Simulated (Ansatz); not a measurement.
Start from TiAl (space group P4/mmm, No. 123; relaxed with 0.1 eV smearing).

```yaml
crystal:
  lattice:
    - [2.82407, 0.00000, 0.00000]
    - [0.00000, 2.82407, 0.00000]
    - [0.00000, 0.00000, 4.07475]
  atoms:
    - { symbol: Ti, position: [0.00000, 0.00000, 0.00000] }
    - { symbol: Al, position: [0.50000, 0.50000, 0.50000] }
```

Method: PBE (Ansatz, a quantum-chemistry and plane-wave program, PAW, scalar-relativistic without spin-orbit coupling).

Before the change:

* **Pressure**: 0.0 GPa

Modification: every lattice vector is stretched by 1.50 %, atoms relaxed at fixed cell.

Problem. What does the calculation give for the pressure after the change?

Solution. The pressure (mean of the normal stresses, compression positive) goes from zero to -4.6 GPa.

Problem. What does the calculation give for the energy relative to the base after the change?

Solution. The energy goes up by 11 meV/atom.

The cells carry an imposed strain or load. Stability against distortions was not tested. All final runs are without spin polarisation.
